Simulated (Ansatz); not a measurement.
Input:

```yaml
crystal:
  lattice:
    - [-1.47937, 1.47937, 1.47937]
    - [1.47937, -1.47937, 1.47937]
    - [1.47937, 1.47937, -1.47937]
  atoms:
    - { symbol: V, position: [0.00000, 0.00000, 0.00000] }
```

Method: r2SCAN, rigid bands (plane waves, PAW, scalar-relativistic; Ansatz, a first-principles code). Condition of this run: functional r2SCAN on the same cell. How the cell was made: cell and atoms relaxed with PBEsol.

Task: For narrow interconnects the product ρ₀λ of bulk resistivity and mean free path ranks metals, the lower the better. What is it here?

Result: 3.4 ×10⁻¹⁶ Ω·m².

Task: And the Drude plasma energy and the root-mean-square Fermi velocity at 300 K?

Result: 8.4 eV; 4.7e5 m/s.

A metal at this level (no band gap); rigid bands, thermally averaged at 300 K, both spins. Spin-orbit coupling is left out. τ is one relaxation time for all states; the product of resistivity and mean free path takes one path for all states instead.

Treated as nonmagnetic (a ferromagnetic start lost its moment, other orders weren't tried): V (Im-3m).
